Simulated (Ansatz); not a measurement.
The parent structure is ZnBr$_{2}$ in the fluorite structure (space group Fm-3m, No. 225; a = 6.762 Å; a hypothetical phase, not in the database extracts checked; relaxed with 0.1 eV smearing). Axes: x, y, z lie along the cube axes.

Computed with DFT with PBE, PAW potentials and a 420 eV plane-wave cutoff in Ansatz (a quantum-chemistry and plane-wave program), no spin-orbit coupling.

A first run, uniaxial strain ε_zz = −2.27 %, gives secant values C11 ≈ 130 GPa and C12 ≈ 5.1 GPa from its stress. A second run applies isotropic strain −1.16 %.

Q: What does linear elasticity predict for the bulk modulus −ΔP/(ΔV/V₀) in the second run, and what does the run give?

A: Linear elasticity: (C11 + 2 C12)/3 = 47 GPa. The run gives 45 GPa; any difference comes from nonlinear terms at these strains and numerical noise.

Whether these cells are dynamically stable was not tested. All final runs are without spin polarisation.
